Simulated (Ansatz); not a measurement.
These are PBE (plane waves to 420 eV, PAW; Ansatz, a quantum-chemistry and plane-wave program) values and carry that method's errors.

Plane-averaged electrostatic potential energy along the normal, in eV from the Fermi level, for I on the 1x1 (110) surface of bcc Mo, one in a 2x2 cell, started at the site 'bridge Mo-Mo (span 3.2 Å)':

| z (Å) | V (eV) |
|---|---|
| 5.49 | 4.54 |
| 5.78 | 4.54 |
| 6.07 | 4.53 |
| 6.36 | 4.52 |
| 6.64 | 4.50 |
| 6.93 | 4.46 |
| 7.22 | 4.37 |
| 7.51 | 4.21 |
| 7.80 | 3.88 |
| 8.09 | 3.25 |
| 8.38 | 2.01 |
| 8.67 | -0.42 |
| 8.96 | -5.94 |
| 9.24 | -14.59 |
| 9.53 | -21.60 |
| 9.82 | -22.85 |
| 10.11 | -17.68 |
| 10.40 | -9.26 |
| 10.69 | -3.51 |
| 10.98 | -4.32 |
| 11.27 | -11.29 |
| 11.56 | -19.61 |
| 11.84 | -23.61 |
| 12.13 | -20.87 |
| 12.42 | -12.99 |
| 12.71 | -5.03 |
| 13.00 | -2.16 |
| 13.29 | -5.17 |
| 13.58 | -13.16 |
| 13.87 | -20.94 |
| 14.16 | -23.51 |
| 14.44 | -19.38 |
| 14.73 | -11.03 |
| 15.02 | -4.11 |
| 15.31 | -3.23 |
| 15.60 | -8.81 |
| 15.89 | -17.30 |
| 16.18 | -22.76 |
| 16.47 | -21.95 |
| 16.76 | -15.31 |
| 17.04 | -6.77 |
| 17.33 | -1.36 |
| 17.62 | 0.25 |
| 17.91 | 0.21 |
| 18.20 | 0.35 |
| 18.49 | 0.78 |
| 18.78 | 0.76 |
| 19.07 | 0.65 |
| 19.36 | 1.39 |
| 19.64 | 2.69 |
| 19.93 | 3.40 |
| 20.22 | 3.68 |
| 20.51 | 3.81 |
| 20.80 | 3.86 |
| 21.09 | 3.88 |
| 21.38 | 3.89 |
| 21.67 | 3.89 |
| 21.96 | 3.89 |
| 22.24 | 3.90 |
| 22.53 | 3.90 |
| 22.82 | 3.90 |

Set-up: 17 atoms, 6.5 Å thick at the start under the adsorbate (thin: gaps and levels are the slab's own); mesh 6x6x1; 0.1 eV smearing; dipole correction on; 8 atoms held, the rest relaxed; symmetry of the start imposed; no spin, no spin-orbit, no U, no dispersion correction. At the end it is bonded to 4 Mo. In PBE this state lies 0.06 eV over the lowest of the starts that converged ('hollow Mo-Mo-Mo').

**Question.** The surface cell has an area of 28.26 Å². What dipole along the normal does the step between the two vacuum levels imply?

**Answer.** the top vacuum level lies 0.64 eV below the bottom one; p = −ε₀ A ΔV (ε₀ = 0.005526 e/(V·Å)) gives 0.10 e·Å a cell.
